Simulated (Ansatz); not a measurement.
The starting structures come from a database of crystals and need not be the phases stable at ambient conditions.

Tunnelling through a barrier is set by its complex band structure: the current falls as exp(−2κd) with the smallest κ.

Consider the following.

```
CELL_PARAMETERS angstrom
      6.37413     0.00000     0.00000
      0.00000     9.01438     0.00000
      0.00000     4.50719     4.50719
ATOMIC_POSITIONS crystal
  Zn 0.00000 0.50000 0.00000
  Zn 0.50000 0.00000 0.50000
  Zn 0.00000 0.00000 0.00000
  Zn 0.50000 0.50000 0.50000
  Se 0.60852 0.89148 0.00000
  Se 0.39148 0.10852 0.00000
  Se 0.10852 0.60852 0.50000
  Se 0.89148 0.39148 0.50000
  Se 0.39148 0.39148 0.21704
  Se 0.60852 0.60852 0.78296
  Se 0.89148 0.10852 0.28296
  Se 0.10852 0.89148 0.71704
```

Space group of this cell: Pa-3. The cell is taken as given; by r2SCAN its mean pressure is -2.2 GPa.

Transport runs along the normal of the first two printed cell vectors, the (110) plane of the conventional cell.

No gap correction and no spin-orbit coupling; mid-gap values are interpolated between computed energies.

### Question
Predict the band gap and the smallest decay constant κ at mid-gap from Ansatz (a first-principles code) with r2SCAN.

### Answer
Gap 1.16 eV on a 8×8×8 mesh; κ = 0.165 1/Å, at (0.167, 0.250) of the in-plane reciprocal vectors. At the zone centre, at the nearest computed energy, the slowest state has κ = 0.18 1/Å.
